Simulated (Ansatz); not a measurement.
The parent structure is ZnSiP2 in the chalcopyrite structure (space group I-42d, No. 122; a = 5.3064 Å, c = 10.3798 Å). Axes: x, y, z lie along a, b, c of the conventional cell.

The values are results of Ansatz (a program for electronic structure), LDA, PAW, cutoff 420 eV, no SOC, not measurements.

For the base:

- Hole mass = 0.17 mₑ along c, 0.36 mₑ across (at Γ)
- Electron mass = 1.5 mₑ along c, 0.24 mₑ across (at Γ)
- Band gap = 1.11 eV

Perturbation: the cell is stretched by 1.50 % along x with no lateral relaxation, atoms relaxed at fixed cell.

**Question.** What happens to the hole mass?

**Answer.** The hole mass goes from 0.17 mₑ along c, 0.36 mₑ across (at Γ) to 0.16 mₑ along z, 0.36 mₑ across (at Γ).

**Question.** Estimate the effect on the electron mass.

**Answer.** The electron mass goes from 1.5 mₑ along c, 0.24 mₑ across (at Γ) to 1.6 mₑ along z, 0.25 mₑ across (at Γ).

**Question.** What happens to the stress?

**Answer.** The stress (xx, yy, zz, yz, xz, xy; compression positive) is (-2.25, -0.98, -1.02, 0.00, 0.00, 0.00) GPa.

**Question.** What happens to the band gap?

**Answer.** The band gap drops by 0.02 eV, from 1.11 eV to 1.09 eV.

The cells carry an imposed strain or load. Masses are band curvatures over ±0.01 Å⁻¹ around the edge. Whether these cells are dynamically stable was not tested.
